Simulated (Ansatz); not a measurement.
**Point-defect migration in zinc-blende GaN**

Some mobile defects of zinc-blende GaN. Method: PBE, PAW (plane waves to 420 eV; Ansatz, an electronic-structure program).

Barriers are those of the lowest checked hop between equivalent sites, from the lowest site run (climbing-image NEB, static, fixed cells, no finite-size terms; on the finer meshes named, energies are single points at the band's geometries). One hop need not carry long-range diffusion, and untried routes could be lower. Saddle orders were checked for a part of the study's bands only and are not shown. Vacancies start on their lattice site; split forms were not set up. Charge states are imposed.

| Defect | Route | Hop (Å) | Direction in the unit cell | Neighbours at the saddle | Cell |
|---|---|---|---|---|---|
| interstitial Zn, charge +2 | Zn moves farthest | 3.21 | (0.50, 0.00, -0.50) | 3 Ga at 2.23, Ga at 2.45; N at 2.05, N at 2.06, N at 2.08, N at 2.50, N at 2.51, N at 2.53 Å | 64 sites, 2×2×2 shifted |
| Ga vacancy, charge -3 | a nearby Ga jumps into the vacancy | 3.11 | (0.00, 0.48, -0.48) | N at 1.81, 2 N at 2.30, 2 N at 2.32 Å | 64 sites, 2×2×2 shifted |
| N vacancy, charge +1 | a nearby N jumps into the vacancy | 3.19 | (0.00, -0.50, -0.50) | Ga at 1.84, 2 Ga at 2.21, 2 Ga at 2.38 Å | 64 sites, 2×2×2 shifted |

### Question
Order these hops by barrier, lowest first, with values.

### Answer
interstitial Zn, charge +2: 1.45 eV; Ga vacancy, charge -3: 2.12 eV; N vacancy, charge +1: 3.88 eV. Gaps under about 0.1 eV are within the calculation's error.
